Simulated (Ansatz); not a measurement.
Take SnO$_{2}$ in the rutile structure (space group P4_2/mnm, No. 136; a = 4.769 Å, c = 3.211 Å) as the base.

Levels (all Ansatz, a program for electronic structure, PAW, earlier PAW set): PBEsol (420 eV, no spin-orbit coupling); r2SCAN (500 eV, no SOC).

Its gap is 0.92 eV with PBEsol and 1.70 eV with r2SCAN.

Perturbation: the cell is scaled by 0.9690 in all directions; the atoms relax in the strained cell.

With PBEsol the gap becomes 2.01 eV.

Question: If the r2SCAN correction stayed the same, what would the r2SCAN gap be, and what does the r2SCAN run give?

Answer: A rigid correction of +0.78 eV gives 2.79 eV. The r2SCAN run gives 2.86 eV, so the correction itself changes by +0.07 eV.

Single points use the geometry relaxed with PBEsol. Stability against distortions was not tested.
